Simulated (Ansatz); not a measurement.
# Lattice thermal conductivity of GaS (P6_3/mmc, relaxed from the beta-GaS type)

Method: the linearised phonon Boltzmann equation (three-phonon plus isotope scattering); DFT at the LDA level (Ansatz, an electronic-structure program); third-order constants from a 72-atom supercell out to 4.8 Å, harmonic mesh 6×6×2, k mesh 6×6×2, scattering mesh 17×17×5. The cell was generated from a structure type, relaxed within its symmetry, and need not be the phase found at ambient conditions. Unless called populations, κ holds the coherence term between modes besides the Boltzmann populations.

| T (K) | κ_a (W/m/K) | κ_c (W/m/K) | κ_a, relaxation time | κ_c, relaxation time | coherences (mean) |
|---|---|---|---|---|---|
| 100 | 200 | 17 | 160 | 17 | 0.0071 |
| 150 | 120 | 11 | 100 | 10 | 0.013 |
| 200 | 82 | 7.9 | 72 | 7.7 | 0.018 |
| 250 | 65 | 6.3 | 57 | 6.1 | 0.023 |
| 300 | 53 | 5.2 | 47 | 5.0 | 0.026 |
| 400 | 40 | 3.9 | 36 | 3.8 | 0.032 |
| 500 | 32 | 3.1 | 29 | 3.0 | 0.037 |
| 600 | 27 | 2.6 | 24 | 2.5 | 0.041 |
| 800 | 20 | 2.0 | 18 | 1.9 | 0.049 |

```
Property                              Value
---------------------------------  --------
highest phonon frequency           11.2 THz
exponent n of κ ∝ T⁻ⁿ above 300 K      0.99
```

Supercell, cutoff and meshes were set by a common rule and not converged for this crystal in particular.

The crystal is held in this phase throughout; melting and phase transitions are not modelled.

The PAW data sets were generated under PBE and serve the other functionals too.
